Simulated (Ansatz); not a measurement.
Start from CdSe in the zinc blende structure (space group F-43m, No. 216; a = 6.082 Å). Axes: x, y, z lie along the cube axes.

Computed with PBEsol, PAW, 420 eV (Ansatz, a first-principles code; without spin-orbit coupling).

Strains are applied to the cell and any free atomic positions relax; under biaxial strain the out-of-plane vector relaxes too.

One change was made to it. Results:

| quantity | base | after |
|---|---|---|
| shortest interatomic distance | 2.633 Å | 2.637 Å |
| pressure (mean of the normal stresses, compression positive) | 0.0 kbar | -4.7 kbar |
| band gap | 0.48 eV | 0.42 eV |
| energy relative to the base (free energy F) | 0 meV/atom | +1.0 meV/atom |

**Question.** Which of these changes matches the shifts?
A. biaxial strain −1.25 %, plane normal [111], relaxed out of plane
B. biaxial strain +0.83 %, plane normal [111], relaxed out of plane
C. biaxial strain +2.50 %, plane normal [111], relaxed out of plane
D. biaxial strain −2.50 %, plane normal [111], relaxed out of plane

**Answer.** B, biaxial strain +0.83 %, plane normal [111], relaxed out of plane. For comparison, the energy relative to the base in the other runs: biaxial strain −2.50 %, plane normal [111], relaxed out of plane gives +9.6 meV/atom; biaxial strain +2.50 %, plane normal [111], relaxed out of plane gives +9.2 meV/atom; biaxial strain −1.25 %, plane normal [111], relaxed out of plane gives +2.4 meV/atom.

Whether these cells are dynamically stable was not tested.
